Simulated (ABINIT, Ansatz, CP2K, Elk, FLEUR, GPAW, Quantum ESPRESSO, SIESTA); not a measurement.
# One structure in several programs: Li₃Rh (Fm-3m, 4 atoms in the cell)

Self-consistent single point, at a second geometry (lattice scaled by 0.98). First geometry:

```xyz
4
Lattice="0.0000 2.9814 2.9814 2.9814 0.0000 2.9814 2.9814 2.9814 0.0000" Properties=species:S:1:pos:R:3 pbc="T T T"
Li     1.4907     1.4907     1.4907
Li     4.4721     4.4721     4.4721
Li     2.9814     2.9814     2.9814
Rh     0.0000     0.0000     0.0000
```

Shared settings, as Ansatz (a first-principles code) writes them: kpoints.mp_grid.grid = 5 5 5; scf.occupations.method = fermi_dirac; scf.occupations.width = 0.0073 Ry. Potentials and cutoffs stand in the table.

```csv
code,model,ΔF from the first geometry (meV/atom),pressure (GPa),gap on the mesh (eV),cutoff
CP2K,"PBEsol, GPW, DZVP-MOLOPT-SR-GTH basis, GTH-PBE potentials (GTH_POTENTIALS)",13.2,4.41,0.693,grid 500 Ry
Elk,"PBEsol, all-electron FP-LAPW, Elk's shipped species files, APW+lo basis with extra local orbitals",2.5,–,0.661,rgkmax 8
FLEUR,"PBEsol, all-electron FLAPW (FLEUR), scalar-relativistic valence",2.7,–,0.667,Kmax 3.6 1/bohr
SIESTA,"GGA PBEsol, numerical atomic orbitals DZP, PseudoDojo PBEsol standard norm-conserving potentials (rewritten from UPF to PSML)",4.1,2.29,0.616,grid 400 Ry
GPAW,"PBEsol, GPAW PAW datasets PBEsol (made by gpaw-setup)",6.7,3.00,0.670,600 eV
ABINIT,"PBEsol, norm-conserving pseudopotentials (PseudoDojo nc-sr-04 PBEsol standard)",4.9,2.57,0.671,44 Ha
Quantum ESPRESSO,"PBEsol, PseudoDojo standard norm-conserving (PBESOL) pseudopotentials",4.9,2.59,0.671,90 Ry
Ansatz,"PBEsol, PAW files made with PBE",4.6,2.52,0.670,default
```

A dash marks a value that a program does not give, or that is left out as unsure.

Gaps are read on the mesh.

The spread over the programs that give each value: ΔF from the first geometry within 10.7 meV/atom; pressure within 2.12 GPa; gap on the mesh within 0.077 eV.

CP2K and SIESTA use small atom-centred bases, whose incompleteness enters pressures, forces and empty levels differently from a plane-wave cutoff. Elk and FLEUR treat all electrons, but the usual bases taken here (sphere radii, linearisation, local orbitals, empty states) were not tested for convergence, so the values are no reference for the others. Ansatz's pressure is given at a fixed set of plane waves, as the other plane-wave codes print theirs. In the pressure, CP2K (by 1.83) lies more than 1 GPa from the median of the plane-wave programs.

The starting cell comes from a database of computed structures (which also holds hypothetical and non-ambient phases and stackings), without a prior relaxation at this level. For this run, on top of that: lattice scaled by 0.98.

Keys are those of Ansatz 0.2.
